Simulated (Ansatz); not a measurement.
Cells marked so need not be the phases stable at ambient conditions, and some may be hypothetical.

 Where the default PAW files enter, the runs use the earlier of Ansatz's two default sets.

By PBEsol, each system below comes out a metal.

Ballistic conductance counts the channels of both spins, as a mean over 0.1 eV about the Fermi level; spin-orbit coupling is left out.

A. Cu (I4/mmm, not sure to be the ambient phase, 1 atom a cell, 11.5 Å³ an atom, -2 GPa at this level), current normal to (111)
B. W (Im-3m, bcc (W type), 1 atom a cell, 15.9 Å³ an atom, -5 GPa at this level), current normal to (001)
C. Ru (P6_3/mmc, hcp (Mg type), 2 atoms a cell, 13.6 Å³ an atom, -6 GPa at this level), current normal to (001)
D. Cu3Sn (Fm-3m, not sure to be the ambient phase, 4 atoms a cell, 14.7 Å³ an atom, -6 GPa at this level), current normal to (001)

Question: Rank these by ballistic conductance per area (lowest first), as PBEsol (Ansatz, a first-principles code) gives it.

Answer: D (0.73 × 10¹⁵ S/m²), B (0.96 × 10¹⁵ S/m²), A (1.2 × 10¹⁵ S/m²), C (1.7 × 10¹⁵ S/m²)
